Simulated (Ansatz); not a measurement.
HfC: energy against volume

HfC (rock salt, Fm-3m, 12.223 Å³/atom and stress up to 0.01 GPa in the relaxed cell, cube axes along x, y and z) under an equal strain ε along all three axes. PBEsol in Ansatz, a plane-wave DFT program (PAW, default set), 420 eV, 22×22×22 Γ-centred mesh, Fermi-Dirac smearing 0.10 eV; ions are relaxed, or left where forces stay under 0.02 eV/Å, within the symmetry of each cell.

Here V stands for volume and E for E less E0.

| volume (Å³/atom) | E less E0 (meV/atom) | pressure (GPa) |
|---|---|---|
| 11.1556 | ? | ? |
| 11.5042 | 36.10 | 16.95 |
| 11.6812 | 20.00 | 12.30 |
| 11.8600 | 8.75 | 7.94 |
| 12.0406 | 2.14 | 3.85 |
| 12.2230 | 0.00 | 0.00 |
| 12.4073 | 2.11 | -3.61 |
| 12.5934 | 8.31 | -6.99 |
| 12.7814 | 18.40 | -10.16 |
| 12.9712 | 32.22 | -13.12 |

Problem. Using the third-order Birch-Murnaghan form, a cubic in V^(-2/3), estimate the missing E at V = 11.1556 from the other rows, showing the fit.

Solution. With u = V^(-2/3) - 0.189, the rows have u = 0.007229, 0.005241, 0.003284, 0.001357, -0.000542, -0.002413, -0.004256, -0.006072, -0.007860. Least squares gives E = 0.172 + 643.53·u + 599556·u² - 138257·u³. Residuals (row less fit): -0.004, 0.007, 0.004, -0.009, 0.001, -0.002, 0.006, -0.001, -0.001; standard error 0.006 (degrees of freedom: 5). Its minimum lies at u = -0.000537, so V0 = (0.188463)^(-3/2) = 12.22. There d²E/du² = 1200000 and d³E/du³ = -829500, so B0 = (4/9) × 12.22^(-7/3) × 1200000 × 0.160218 = 248 GPa (the last factor turns the table's units into GPa), and B0' = 4 + (2/3) × 0.188463 × (-829500)/1200000 = 3.9. B0' rests on the cubic coefficient alone and has a standard error of 0.1 from these residuals. At the withheld row, u = 0.011296, so E = 0.172 + 643.53 × 0.011296 + 599556 × 0.011296² - 138257 × 0.011296³ = 83.745 meV/atom. The calculation gives 83.75 meV/atom, which the fit meets to the printed digits. The row lies outside the fitted rows, so this is an extrapolation. From the scatter of the fitted rows alone, a prediction at this place has a standard error of 0.030 meV/atom, so the miss is 0.2 times that.

In a metal these values are sensitive to mesh and smearing; energies are taken to zero smearing, stresses follow the free energy. Other structures, which can take over under pressure, weren't tried. The same form fitted to the pressure column gives B0' = 3.9; series where the two differ by over 0.4 aren't shown. Rows are the converged runs of the series near zero and its far end, less any whose ions stayed unrelaxed beside relaxed ones; series whose fitted rows scatter by over a few per cent of the range, as at a crossing or softening among them, aren't shown in this form.
